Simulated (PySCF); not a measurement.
PySCF 2.14.0, TPSSH/def2-svp, df: W(S)2(Br)(OH) ([OH][W](=[S])(=[S])[Br]), 6 atoms. The geometry is a generated start, not checked to be a minimum at this level.

```yaml
task: energy
method: tpssh
basis: def2-svp
two_electron_scheme: density fitting
mol.max_memory: 3000 MB
mf.max_cycle: 100
mf.init_guess: minao (default)
mf.DIIS: CDIIS (default)
mf.conv_tol: 1e-09 (default)
mf.grids.level: 3 (default)
effective_core_potentials: those of the basis set, past Kr
basis_functions: 119
grid_points: 106384
```

```xyz
6

W      0.2295     0.2096    -0.0040
S      1.6854    -0.1246    -1.5886
S      1.3558     0.0539     1.8534
Br    -0.3373     2.5241    -0.1670
O     -1.1576    -0.9591    -0.0565
H     -1.7757    -1.7038    -0.0373
```

Charge 0 and multiplicity 1 are set for this test and not shown to be the ground state.

One run each on 2 threads, 1 BLAS thread. Values of diis_space tried: 3, 5, 8 (default), 12, 20.

**Question.** Predict the course of the Fock builds along this series.

**Answer.** Fewest Fock builds, within one of each other: 8 (default) with 15, 12 with 15, 20 with 15. The count rises to 40 at 3. All converge to one solution.

```csv
diis_space,Fock builds,end
3,40,same solution
5,21,same solution
8 (default),15,same solution
12,15,same solution
20,15,same solution
```
